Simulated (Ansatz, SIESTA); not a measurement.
## Co₃Mo (P1, 4 atoms in the cell) computed with different codes at matched settings

Self-consistent single point, at a second geometry (atoms moved at random). First geometry:

```
CELL_PARAMETERS angstrom
      8.23925     0.00000     0.00000
      0.00000     1.31646     2.27350
      0.00000    -1.31646     2.27350
ATOMIC_POSITIONS crystal
  Co 0.00000 0.66704 0.66704
  Co 0.76402 0.33298 0.33298
  Co 0.23598 0.33298 0.33298
  Mo 0.50000 0.66700 0.66700
```

Second geometry:
```
Co3Mo
1.0
    8.23925     0.00000     0.00000
    0.00000     1.31646     2.27350
    0.00000    -1.31646     2.27350
Co Mo
3 1
Direct
  0.00204   0.69236   0.65280
  0.76678   0.33312   0.34083
  0.22980   0.31569   0.33926
  0.50138   0.65883   0.66711
```

Shared settings, as Ansatz (a program for electronic structure) writes them: kpoints.mp_grid.grid = 4 12 12; scf.occupations.method = gaussian; scf.occupations.width = 0.136 eV. Potentials and cutoffs stand in the table.

```csv
code,model,ΔF from the first geometry (meV/atom),pressure (GPa),largest force (eV/Å),cutoff
SIESTA,"LDA PW92, numerical atomic orbitals DZP, PseudoDojo LDA standard norm-conserving potentials (rewritten from UPF to PSML)",7.2,-27.06,0.517,grid 300 Ry
Ansatz,"LDA (PW92), PAW files made with PBE",10.9,-23.08,0.708,420 eV
```

Size of the force on each atom (eV/Å): Sizes of forces hide their directions.

```
code      Co1    Co2    Co3    Mo4
------  -----  -----  -----  -----
SIESTA  0.334  0.171  0.517  0.132
Ansatz  0.384  0.342  0.708  0.113
```

On Ansatz's run: spin polarisation is off.

The spread over the programs that give each value: ΔF from the first geometry within 3.7 meV/atom; pressure within 3.98 GPa; largest force within 0.191 eV/Å.

SIESTA uses small atom-centred bases, whose incompleteness enters pressures, forces and empty levels differently from a plane-wave cutoff. Ansatz's pressure is given at a fixed set of plane waves, as the other plane-wave codes print theirs; with its correction for the finite basis it is -23.01 GPa.

The starting cell comes from a database of computed structures (which also holds hypothetical and non-ambient phases and stackings), without a prior relaxation at this level. For this run, on top of that: atoms moved at random.

Keys are those of Ansatz 0.2.
